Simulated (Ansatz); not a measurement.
The parent structure is TeO$_{2}$ in the fluorite structure (space group Fm-3m, No. 225; a = 5.335 Å; a hypothetical phase, not in the database extracts checked).

Levels (all Ansatz, a first-principles code, PAW): r2SCAN (500 eV, no spin-orbit coupling); HSE06+SOC (420 eV, spin-orbit coupling included).

The geometry is relaxed with r2SCAN.

| Quantity | Result |
|---|---|
| r2SCAN lowest conduction level above the VBM at special points | X 1.44 eV; Γ 2.01 eV; U 3.30 eV |

With HSE06+SOC at the same geometry, the lowest conduction level above the VBM at special points goes from X 1.44 eV; Γ 2.01 eV; U 3.30 eV to X 1.99 eV; Γ 2.07 eV; U 3.87 eV.

Single points use the geometry relaxed with r2SCAN. HSE06 gaps are upper bounds (no full band path). Differences between runs with and without spin-orbit coupling are approximate. The levels and masses belong to the bands next to the band gap. Whether these cells are dynamically stable was not tested.
